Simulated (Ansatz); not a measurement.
In a (20,0) carbon nanotube, the lowest empty band has its minimum at Γ and lies 0.088 eV higher 0.0460 Å⁻¹ away along the axis.

These are PBE (plane waves to 420 eV, PAW; Ansatz, an electronic-structure program) values and carry that method's errors. Mesh 1×1×18. No spin polarisation. Isolated but for its images some 11 Å away. An idealised model, rolled from the flat sheet. Only distortions within the start's symmetry and period were free.

Problem. Estimate the electron mass along the axis.

Solution. For a parabola ΔE = ħ²Δk²/2m, and ħ²/2mₑ = 3.810 eV Å². So m/mₑ = 3.810 × 0.0460²/0.088 = 0.092. The curvature over a step a third as long gives 0.078; the difference is the band's departure from a parabola.
